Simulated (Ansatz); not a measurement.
V2O5 (Pmmn, No. 59, 14 atoms in the cell), treated with PBEsol (PAW; Ansatz, a first-principles code).

Settings: plane-wave cutoff 500 eV, 12×4×10 k mesh (along the axes of the cell as run), gaussian smearing 0.02 eV, no spin polarisation, scalar-relativistic PAW data made under PBE.

Cell (relaxed at this level):

```xyz
14
Lattice="3.5378 0.0000 0.0000 0.0000 11.5119 0.0000 0.0000 0.0000 4.3677" Properties=species:S:1:pos:R:3 pbc="T T T"
V      0.0000     1.7106     3.8764
V      0.0000     9.8012     3.8764
V      1.7689     4.0453     0.4913
V      1.7689     7.4666     0.4913
O      0.0000     0.0000     4.3393
O      1.7689     5.7559     0.0285
O      0.0000     1.6843     2.2986
O      0.0000     9.8276     2.2986
O      1.7689     4.0717     2.0692
O      1.7689     7.4402     2.0692
O      1.7689     2.0899     4.3403
O      1.7689     9.4219     4.3403
O      0.0000     3.6660     0.0275
O      0.0000     7.8459     0.0275
```

### Question
What does this level give for the band gap?

### Answer

- band gap = 1.82 eV (on the SCF k mesh)

Note: the relaxation could not lower the start's symmetry, so the cell can be a saddle point above a distorted one.

The computed numbers hold no vibrational or temperature effects.

Computing time: roughly 26 core-minutes.
